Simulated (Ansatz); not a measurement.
System: InP (model structure, started from the CsCl type, Pm-3m, No. 221, 2 atoms in the cell). Method: LDA (Ansatz, a quantum-chemistry and plane-wave program, plane waves, PAW).

Numerical settings: plane-wave cutoff 520 eV, 18×18×18 k mesh, Fermi–Dirac smearing 0.05 eV, scalar-relativistic PAW data made under PBE.

Cell (relaxed at this level):

```cif
data_InP
_chemical_formula_sum 'In1 P1'
_space_group_name_H-M_alt 'Pm-3m'
_space_group_IT_number 221
_space_group_name_Hall '-P 4 2 3'
_cell_length_a 3.36138
_cell_length_b 3.36138
_cell_length_c 3.36138
_cell_angle_alpha 90.000
_cell_angle_beta 90.000
_cell_angle_gamma 90.000
loop_
_atom_site_label
_atom_site_type_symbol
_atom_site_symmetry_multiplicity
_atom_site_Wyckoff_symbol
_atom_site_fract_x
_atom_site_fract_y
_atom_site_fract_z
_atom_site_occupancy
In1 In 1 a 0.00000 0.00000 0.00000 1
P1 P 1 b 0.50000 0.50000 0.50000 1
```

Problem. Predict the bulk modulus.

Solution. 
* **bulk modulus**: 79.8 GPa

The run finds no gap.

Note: the bulk modulus is −V dP/dV from two relaxed cells at ±2 % in volume; the relaxation could raise the start's symmetry but not lower it, so the cell can be a saddle point.

Spin–orbit coupling is not included; it can open a gap where bands touch, and shift volumes and moduli.

Static lattice: no zero-point or thermal effects.

A model structure was made by putting elements into a prototype or built by hand; it is no filed structure, need not be a known phase, and can be a saddle point held by its symmetry.
